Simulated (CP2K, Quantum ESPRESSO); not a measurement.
A Quantum ESPRESSO input for a self-consistent single point of Cu₃Sb (Pm-3m, 4 atoms in the cell) (DFT, PBEsol, plane waves, PSlibrary ultrasoft (PBE) pseudopotentials):

```fortran
&control
   calculation = 'scf'
   prefix = 'Cu3Sb'
   outdir = './tmp/'
   pseudo_dir = './'
   verbosity = 'high'
   tprnfor = .true.
   tstress = .true.
/
&system
   ibrav = 1
   A = 3.860261000
   nat = 4
   ntyp = 2
   ecutwfc = 50
   ecutrho = 300
   occupations = 'smearing'
   smearing = 'gauss'
   degauss = 0.0036749
   input_dft = 'pbesol'
/
&electrons
   conv_thr = 1.0e-11
   mixing_beta = 0.4
/
ATOMIC_SPECIES
Cu    63.5460  Cu.pbe-dn-rrkjus_psl.1.0.0.UPF
Sb   121.7600  Sb.pbe-n-rrkjus_psl.1.0.0.UPF
ATOMIC_POSITIONS bohr
Cu    3.647418030    3.647418030    0.000000000
Cu    0.000000000    3.647418030    3.647418030
Cu    3.647418030    0.000000000    3.647418030
Sb    0.000000000    0.000000000    0.000000000
K_POINTS automatic
8 8 8  0 0 0
```

Question: Write the same calculation as an input for CP2K.

Answer: One input that does it (others would too):

```
&GLOBAL
  PROJECT run
  RUN_TYPE ENERGY_FORCE
  PRINT_LEVEL LOW
&END GLOBAL
&FORCE_EVAL
  METHOD Quickstep
  STRESS_TENSOR ANALYTICAL
  &DFT
    BASIS_SET_FILE_NAME BASIS_MOLOPT
    POTENTIAL_FILE_NAME GTH_POTENTIALS
    &QS
      METHOD GPW
      EPS_DEFAULT 1E-10
    &END QS
    &MGRID
      CUTOFF 600
      REL_CUTOFF 50
      NGRIDS 5
    &END MGRID
    &SCF
      SCF_GUESS ATOMIC
      EPS_SCF 1E-7
      MAX_SCF 100
      ADDED_MOS 7
      &DIAGONALIZATION
        ALGORITHM STANDARD
      &END DIAGONALIZATION
      &MIXING
        METHOD BROYDEN_MIXING
        ALPHA 0.2
        NBUFFER 8
      &END MIXING
      &SMEAR ON
        METHOD GAUSSIAN
        SIGMA [eV] 0.05
      &END SMEAR
    &END SCF
    &KPOINTS
      SCHEME MONKHORST-PACK 8 8 8
      GAMMA_CENTERED T
    &END KPOINTS
    &XC
      &XC_FUNCTIONAL
        &PBE
          PARAMETRIZATION PBESOL
        &END PBE
      &END XC_FUNCTIONAL
    &END XC
    &PRINT
      &MO
        EIGENVALUES T
        OCCUPATION_NUMBERS T
        NDIGITS 8
        FILENAME mo
        &EACH
          QS_SCF 0
        &END EACH
        ADD_LAST NUMERIC
      &END MO
      &MULLIKEN OFF
      &END MULLIKEN
    &END PRINT
  &END DFT
  &SUBSYS
    &CELL
      A 3.86026100 0.00000000 0.00000000
      B 0.00000000 3.86026100 0.00000000
      C 0.00000000 0.00000000 3.86026100
      PERIODIC XYZ
    &END CELL
    &COORD
      Cu       1.93013050     1.93013050     0.00000000
      Cu       0.00000000     1.93013050     1.93013050
      Cu       1.93013050     0.00000000     1.93013050
      Sb       0.00000000     0.00000000     0.00000000
    &END COORD
    &KIND Cu
      BASIS_SET DZVP-MOLOPT-SR-GTH-q11
      POTENTIAL GTH-PBE-q11
    &END KIND
    &KIND Sb
      BASIS_SET DZVP-MOLOPT-SR-GTH-q5
      POTENTIAL GTH-PBE-q5
    &END KIND
  &END SUBSYS
  &PRINT
    &FORCES ON
    &END FORCES
    &STRESS_TENSOR ON
    &END STRESS_TENSOR
  &END PRINT
&END FORCE_EVAL
```

Basis settings and potentials, where a program has them, do not carry over. This input uses DFT PBEsol, GPW, DZVP-MOLOPT-SR-GTH basis, GTH-PBE potentials (GTH_POTENTIALS). Both were run: pressure -2.60 GPa in Quantum ESPRESSO and 2.27 in CP2K.

On Quantum ESPRESSO: the starting cell comes from a database of computed structures (which also holds hypothetical and non-ambient phases and stackings), without a prior relaxation at this level. Its lattice was rescaled by a random factor within 2.5 % of one. For this run, on top of that: lattice scaled by 0.98. Spin polarisation is off. The run gives no clean gap (levels at the Fermi energy touch, overlap or are partly filled at this smearing), which alone does not show that the compound is a metal.

On CP2K: the starting cell comes from a database of computed structures (which also holds hypothetical and non-ambient phases and stackings), without a prior relaxation at this level. Its lattice was rescaled by a random factor within 2.5 % of one. For this run, on top of that: lattice scaled by 0.98. Spin polarisation is off. Values carry the incompleteness of an atom-centred basis. The potentials were made for another functional than the one used. The run gives no clean gap (levels at the Fermi energy touch, overlap or are partly filled at this smearing), which alone does not show that the compound is a metal.
